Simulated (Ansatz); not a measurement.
Pressure series in Ge

The reference is Ge (space group Im-3m, No. 229; a = 7.005 Å; a model cell, its experimental status unchecked).

Cell and atoms are relaxed at each pressure.

Level of theory: plane-wave PAW DFT at the PBEsol level (Ansatz, a program for electronic structure, 420 eV), spin-orbit coupling left out.

| pressure (GPa) | volume per atom (Å³/atom) |
|---|---|
| -2 | 29.932 |
| -1 | 29.250 |
| 0 | 28.649 |
| 0.3 | ? |
| 1.5 | 27.857 |
| 3 | 27.175 |
| 5 | 26.394 |
| 7.5 | 25.562 |
| 10 | 24.851 |

Fit the third-order Birch–Murnaghan form P(V) = (3B₀/2)[(V₀/V)^(7/3) − (V₀/V)^(5/3)]·[1 + (3/4)(B₀′ − 4)((V₀/V)^(2/3) − 1)] (squares taken in P) to the rows shown and predict the withheld row.

Least squares on the printed values gives V₀ = 28.646 Å³/atom, B₀ = 50.4 GPa, B₀′ = 4.7; this predicts 28.478 Å³/atom, and the run gives 28.484 Å³/atom, 0.006 higher.

Load acts through the strain it causes; cell and atoms are relaxed under it. Stability against distortions was not tested. No other phases were tried under pressure. This is not the structure that Ge has at room temperature and ambient pressure.
